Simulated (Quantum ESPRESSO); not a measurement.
Equation of state of zinc-blende CdTe (space group 216): energy against volume (Quantum ESPRESSO, PBE)

```
CELL_PARAMETERS angstrom
      0.00000     3.18239     3.18239
      3.18239     0.00000     3.18239
      3.18239     3.18239     0.00000
ATOMIC_POSITIONS crystal
  Cd 0.00000 0.00000 0.00000
  Te 0.75000 0.75000 0.75000
```

Level of theory: PBE, PSlibrary PAW (PBE) pseudopotentials (plane waves; Quantum ESPRESSO). Settings: ecutwfc = 58 Ry; ecutrho = 696 Ry; occupations = smearing; smearing = fd; degauss = 0.000734986 Ry; potentials = {Cd: Cd.pbe-n-kjpaw_psl.1.0.0.UPF, Te: Te.pbe-n-kjpaw_psl.1.0.0.UPF}; K_POINTS = automatic 9 9 9 0 0 0; conv_thr = 1e-10 Ry; mixing_beta = 0.7. The cell above is the first row's. The rows scale it uniformly. In all rows fractional positions and the k mesh are held. E is the free energy at the stated smearing, counted from the lowest row.

| V (Å^3/atom) | E (meV/atom) |
|---|---|
| 32.230 | 62.90 |
| 32.931 | 41.29 |
| 33.631 | 24.82 |
| 34.332 | 12.90 |
| 35.033 | 5.08 |
| 35.733 | 0.92 |
| 36.434 | 0.00 |
| 37.135 | 2.01 |
| 37.835 | ? |

Using the third-order Birch-Murnaghan form, a cubic in V^(-2/3), estimate the missing E at V = 37.835 from the other rows, showing the fit.

With u = V^(-2/3) - 0.0941, the rows have u = 0.0046400, 0.0032337, 0.0018784, 0.0005674, -0.0006997, -0.0019235, -0.0031096, -0.0042584. Least squares gives E = 8.957 + 6321.6·u + 1121420·u² + 4695043·u³. Residuals (row less fit): -0.002, 0.006, 0.001, -0.006, -0.001, 0.007, -0.002, 0.000; standard error 0.006 (degrees of freedom: 4). Its minimum lies at u = -0.0028703, so V0 = (0.0912297)^(-3/2) = 36.29. There d²E/du² = 2162000 and d³E/du³ = 2.817e7, so B0 = (4/9) × 36.29^(-7/3) × 2162000 × 0.160218 = 35.3 GPa (the last factor turns the table's units into GPa), and B0' = 4 + (2/3) × 0.0912297 × (2.817e7)/2162000 = 4.8. The program's pressures in the fitted runs (not shown) pass through zero at V = 36.21, 0.24 % from this V0. At the withheld row, u = -0.0053699, so E = 8.957 + 6321.6 × (-0.0053699) + 1121420 × (-0.0053699)² + 4695043 × (-0.0053699)³ = 6.621 meV/atom. The calculation gives 6.63 meV/atom, 0.009 meV/atom above the prediction (under 0.05 % of the range of E in the table). The row lies outside the fitted rows, so this is an extrapolation. From the scatter of the fitted rows alone, a prediction at this place has a standard error of 0.013 meV/atom, so the miss is 0.7 times that.

Carrying the step between the two nearest rows on in a straight line would have given 4.02, off by 2.61; series whose last step already gives the withheld value aren't shown. The scan was laid around a cell of about the measured size, scaled by a guess for this functional. The runs keep the symmetry of the cell, so they don't test it for distortions. Spin-orbit coupling is off. Cutoffs and mesh are single choices, not tested for convergence of this quantity. Series with a scatter that would blur these digits, or in which a gap closes, are not shown. Nor are scans whose minimum lies at an end fitted in this form.
